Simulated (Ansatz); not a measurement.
## A computed series for Pt: response to strain

The parent structure is Pt in the fcc (Cu type) structure (space group Fm-3m, No. 225; a = 3.942 Å; relaxed with 0.1 eV smearing). Axes: x, y, z lie along the cube axes.

Strains are applied to the cell and any free atomic positions relax; under biaxial strain the out-of-plane vector relaxes too; under stress the whole cell relaxes.

Method: r2SCAN (Ansatz, a program for electronic structure, PAW, scalar-relativistic without spin-orbit coupling), earlier PAW set.

Notes on the quantities. energy relative to the base: free energy F; pressure: mean of the normal stresses, compression positive.

```json
[
 {"change": "base", "space group": "Fm-3m (No. 225)", "energy relative to the base": "0 meV/atom", "shortest interatomic distance": "2.787 Å", "pressure": "0.0 GPa"},
 {"change": "biaxial strain −2.51 %, plane normal [001], relaxed out of plane", "space group": "I4/mmm (No. 139)", "energy relative to the base": "+16 meV/atom", "shortest interatomic distance": "2.717 Å", "pressure": "4.9 GPa"},
 {"change": "biaxial strain −2.05 %, plane normal [001], relaxed out of plane", "space group": "I4/mmm (No. 139)", "energy relative to the base": "+11 meV/atom", "shortest interatomic distance": "2.730 Å", "pressure": "3.8 GPa"},
 {"change": "biaxial strain −1.74 %, plane normal [001], relaxed out of plane", "space group": "I4/mmm (No. 139)", "energy relative to the base": "+7.5 meV/atom", "shortest interatomic distance": "2.739 Å", "pressure": "3.2 GPa"},
 {"change": "biaxial strain −1.46 %, plane normal [001], relaxed out of plane", "space group": "I4/mmm (No. 139)", "energy relative to the base": "+5.2 meV/atom", "shortest interatomic distance": "2.746 Å", "pressure": "2.6 GPa"},
 {"change": "biaxial strain −2.26 %, plane normal [110], relaxed out of plane", "space group": "Immm (No. 71)", "energy relative to the base": "+11 meV/atom", "shortest interatomic distance": "2.724 Å", "pressure": "2.8 GPa"},
 {"change": "isotropic strain +1.49 %", "space group": "Fm-3m (No. 225)", "energy relative to the base": "+24 meV/atom", "shortest interatomic distance": "2.829 Å", "pressure": "-10.6 GPa"},
 {"change": "uniaxial stress, 1 GPa tension along x", "space group": "I4/mmm (No. 139)", "energy relative to the base": "+0.3 meV/atom", "shortest interatomic distance": "2.779 Å", "pressure": "–"},
 {"change": "tensor shear ε_xy = −3.18 %", "space group": "Immm (No. 71)", "energy relative to the base": "+15 meV/atom", "shortest interatomic distance": "2.698 Å", "pressure": "1.2 GPa"},
 {"change": "tensor shear ε_xy = −2.29 %", "space group": "Immm (No. 71)", "energy relative to the base": "+7.4 meV/atom", "shortest interatomic distance": "2.723 Å", "pressure": "0.6 GPa"}
]
```

Stability under load was not tested beyond the relaxation. All final runs are without spin polarisation. Pt lies near a magnetic instability that expansion can trigger; it was not tested.
